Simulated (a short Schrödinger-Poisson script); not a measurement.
**MOS inversion layer, Al2O3 on p-type Si(100)**

Structure: MOS inversion layer, Al2O3 on p-type Si(100), at 300 K.

```
layer  material  thickness (nm)  Na (cm⁻³)
-----  --------  --------------  ---------
1         Al2O3             5.6          -
2            Si             510     7.1e17
```

The device is made up for the run: typed textbook-type constants, with dimensions and the other settings drawn at random. Al2O3: permittivity 9, conduction-band edge (eV) 2.7, gap (eV) 6.8, electron mass (mₑ) 0.3. Si: permittivity 11.7, conduction-band edge (eV) 0, gap (eV) 1.124, Nv at 300 K (cm⁻³) 3.1e19.

Channel valleys (confinement mass, in-plane density-of-states mass, number): Δ2 0.916, 0.19, 2; Δ4 0.19, 0.417, 4. At the gate the conduction-band edge of layer 1 lies 2.96 eV − eVg above the Fermi level of the channel; the field vanishes at the back. Gaps are held at their typed values at every temperature. Mesh 0.03 nm at interfaces.

Solved with a short Schrödinger-Poisson script written for these runs: 1D Poisson equation in equilibrium, electrons quantum, Hartree (BenDaniel-Duke, 12 states a valley, the channel's in-plane mass for all, wave functions ending at the dielectric), parabolic valleys, classical holes, full ionisation, no traps, pinning or gate leakage.

```tsv
Vg (V)	electrons (cm⁻²)	C (μF/cm²)	Δ2 E0 (meV)	Δ2 E1 (meV)	Δ4 E0 (meV)	Δ4 E1 (meV)
0.3	8.48e6	0.235	348.5	416.5	411.2	521.7
0.4	1.84e8	0.225	268.1	338.8	333.3	448.6
0.5	4.07e9	0.232	187.3	260.6	254.8	374.6
0.6	7.15e10	0.438	112.5	188.2	182.3	306.0
0.7	4.10e11	0.837	65.9	144.4	138.6	265.1
0.8	9.65e11	1.01	42.0	123.4	117.7	246.1
0.9	1.61e12	1.08	26.9	111.1	105.7	235.5
1	2.29e12	1.12	15.6	102.7	97.4	228.6
1.1	2.99e12	1.15	6.5	96.4	91.3	223.6
1.2	3.71e12	1.17	-1.3	91.2	86.3	219.7
1.3	4.44e12	1.18	-8.2	87.0	82.2	216.6
1.4	5.17e12	1.19	-14.5	83.2	78.6	213.9
1.5	5.91e12	1.20	-20.3	79.9	75.5	211.7
1.6	6.66e12	1.21	-25.8	76.9	72.6	209.7
1.7	7.42e12	1.21	-31.0	74.2	70.0	207.9
1.8	8.17e12	1.22	-36.0	71.7	67.6	206.3
1.9	8.93e12	1.22	-40.8	69.3	65.3	204.8
2	9.69e12	1.22	-45.5	67.1	63.2	203.5
2.1	1.05e13	1.23	-50.0	65.0	61.2	202.2
```

Gate voltages with under 1e6 electrons/cm² are left out.

Subbands count from the Fermi level.
